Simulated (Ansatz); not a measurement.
Au on the 1x1 (111) surface of fcc Al, one in a 2x2 cell, energies for each (28.3 Å²). Energies are against an atom of fcc Au, without zero-point or thermal terms; each row is named by its start.

Calculation: PBE (plane waves to 420 eV, PAW; Ansatz, a program for electronic structure).

Set-up: 17 atoms, 7.0 Å thick at the start under the adsorbate (thin: gaps and levels are the slab's own); mesh 6x6x1; 0.1 eV smearing; dipole correction on; 8 atoms held, the rest relaxed; each run with such symmetry as its start has; no spin, no spin-orbit, no U, no dispersion correction.

A negative adsorption energy means that the adsorbate is more stable on the surface than in its reference. Starts that drift may end in the same place. Heights count from the host atoms within 0.3 Å of the top one.

```tsv
starting site	E_ads (eV)	height (Å)	nearest host atom (Å)	bonded to	Δ work function (eV)	lateral drift (Å)
top Al	0.53	2.31	Al 2.37	Al	0.57	0.0
hollow Al-Al-Al over Al at depth 2.3 Å	-0.17	1.90	Al 2.54	3 Al	0.33	0.0
hollow Al-Al-Al over Al at depth 4.6 Å	-0.21	1.87	Al 2.53	3 Al	0.23	0.0
bridge Al-Al (span 2.9 Å)	-0.21	1.87	Al 2.53	3 Al	0.23	0.8
```
